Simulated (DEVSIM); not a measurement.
System: GaN p-n junction from an implanted or diffused profile, at 300 K.

| layer (left to right) | material | thickness (μm) | Nd (cm⁻³) | τn (s) | τp (s) |
|---|---|---|---|---|---|
| 1 | GaN | 81.0 | 1.4e16 | 2.9e-9 | 2.9e-9 |

Added acceptor profile: 2.8e18 cm⁻³ × exp(−(x − 0 μm)²/(2·(0.19 μm)²)). Left contact: ohmic. Right contact: ohmic. Voltage is applied to the left contact. Recombination: SRH at mid-gap, radiative. Mobility is μmin + (μ − μmin)/(1 + (N/Nref)^α).

The device is made up for the run: typed textbook-type constants, with dimensions and the other settings drawn at random. Values at 300 K.

| parameter | GaN |
|---|---|
| gap (eV) | 3.43 |
| affinity (eV) | 4.1 |
| permittivity | 9.5 |
| Nc (cm⁻³) | 2.3e18 |
| Nv (cm⁻³) | 4.6e19 |
| μn (cm²/Vs) | 1200 |
| μp (cm²/Vs) | 100 |
| μn,min | 55 |
| μp,min | 3 |
| Nref,n | 2e17 |
| Nref,p | 3e17 |
| αn | 1 |
| αp | 2 |
| B (cm³/s) | 1e-11 |

DEVSIM, 1D drift-diffusion, Boltzmann statistics, complete ionisation; no tunnelling, impact ionisation, image-force lowering or self-heating.

Tabulate band edges, carrier densities and field at 3.1 V on the left contact.

Energies count from the Fermi level of the right contact; mesh points crowd at the junctions.

```tsv
x (μm)	Ec (eV)	Ev (eV)	n (cm⁻³)	p (cm⁻³)	field (V/cm)
0.000	0.258	-3.172	< 1e2	2.8e18	≈ 0
0.02684	0.257	-3.173	2.3e12	2.8e18	-180
0.07081	0.256	-3.174	6.2e12	2.6e18	-500
0.1386	0.251	-3.179	1.3e13	2.1e18	-990
0.3002	0.225	-3.205	5.4e13	7.9e17	-2200
0.4598	0.180	-3.250	3.3e14	1.4e17	-3600
0.6156	0.107	-3.323	5.4e15	8.1e15	-4300
0.8208	0.080	-3.350	1.6e16	2.3e15	-79
1.024	0.080	-3.350	1.6e16	1.8e15	32
1.509	0.081	-3.349	1.5e16	1.1e15	24
2.669	0.083	-3.347	1.4e16	3.0e14	12
6.792	0.086	-3.344	1.4e16	2.8e12	≈ 0
15.30	0.091	-3.339	1.4e16	1.8e8	≈ 0
35.67	0.104	-3.326	1.4e16	< 1e2	≈ 0
65.80	0.123	-3.308	1.4e16	< 1e2	≈ 0
74.29	0.128	-3.302	1.4e16	< 1e2	≈ 0
78.17	0.130	-3.300	1.4e16	< 1e2	≈ 0
79.81	0.131	-3.299	1.4e16	< 1e2	≈ 0
80.64	0.132	-3.298	1.4e16	< 1e2	≈ 0
80.86	0.132	-3.298	1.4e16	< 1e2	≈ 0
80.95	0.132	-3.298	1.4e16	< 1e2	≈ 0
81.00	0.132	-3.298	1.4e16	< 1e2	≈ 0
```
